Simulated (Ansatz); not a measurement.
Density of states of CdSe (F-43m) above the conduction band minimum, r2SCAN with spin-orbit coupling, rigid bands in Ansatz (a program for electronic structure); cell volume 57.7 Å³.

```csv
energy from edge (eV),10⁻³ states/eV/cell
0.006,0.85
0.031,2.07
0.056,2.94
0.081,3.76
0.106,4.56
0.131,5.34
0.156,6.15
0.181,6.97
0.206,7.80
0.231,8.69
0.256,9.59
0.281,10.6
0.319,11.9
0.344,13.0
0.369,14.0
0.394,15.2
0.419,16.2
0.444,17.4
0.469,18.7
0.494,19.6
0.519,21.2
0.544,22.5
0.569,23.7
0.594,25.3
```

What effective density of states at 300 K does this give (∫ g(E) exp(−E/k_BT) dE, both spins, divided by the cell's size)?

7.7e17 cm⁻³, a density-of-states mass of 0.098 mₑ, valleys and band degeneracy included.

Geometry: cell and atoms relaxed with r2SCAN.
